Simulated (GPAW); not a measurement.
Band structure of InP (F-43m, 2 atoms in the cell).

```
CELL_PARAMETERS angstrom
      0.00000     2.93500     2.93500
      2.93500     0.00000     2.93500
      2.93500     2.93500     0.00000
ATOMIC_POSITIONS crystal
  In 0.00000 0.00000 0.00000
  P  0.25000 0.25000 0.25000
```

Method: PBE, GPAW PAW datasets PBE (gpaw-data 1.0.1) (plane waves; GPAW 25.7.0).

Settings: mode = pw; ecut = 600 eV; xc = PBE; kpts = 7 7 7; mesh shift (steps) = 0 0 0; occupations.name = fermi-dirac; occupations.width = 0.02 eV; nbands = -4; convergence.density = 1e-05 e/electron; convergence.energy = 1e-05 eV/electron; convergence.bands = -2; symmetry.symmorphic = false; symmetry.tolerance = 0.0005; maxiter = 150.

The starting cell has typed, rounded lattice constants, without a prior relaxation at this level.

Task: Predict the gap along the standard path and the places of the band edges.

Result: The gap along the path is 0.69 eV, direct at Γ to within 0.01 eV.

Levels in eV from the top of the valence band on the SCF mesh, bands 6 to 13:
```json
[
 {"point": "Γ", "6": "-11.49", "7": "0.00", "8": "0.00", "9": "0.00", "10": "0.69", "11": "4.06", "12": "4.06", "13": "4.06"},
 {"point": "X", "6": "-9.13", "7": "-5.73", "8": "-2.32", "9": "-2.32", "10": "1.77", "11": "2.28", "12": "9.18", "13": "9.54"},
 {"point": "W", "6": "-9.05", "7": "-5.58", "8": "-2.94", "9": "-2.91", "10": "4.29", "11": "4.36", "12": "5.54", "13": "6.20"},
 {"point": "K", "6": "-9.14", "7": "-5.59", "8": "-3.29", "9": "-1.94", "10": "2.36", "11": "4.38", "12": "7.48", "13": "7.52"},
 {"point": "L", "6": "-9.77", "7": "-5.71", "8": "-0.97", "9": "-0.97", "10": "1.49", "11": "4.79", "12": "4.79", "13": "7.10"},
 {"point": "U", "6": "-9.14", "7": "-5.59", "8": "-3.29", "9": "-1.94", "10": "2.36", "11": "4.38", "12": "7.48", "13": "7.52"}
]
```
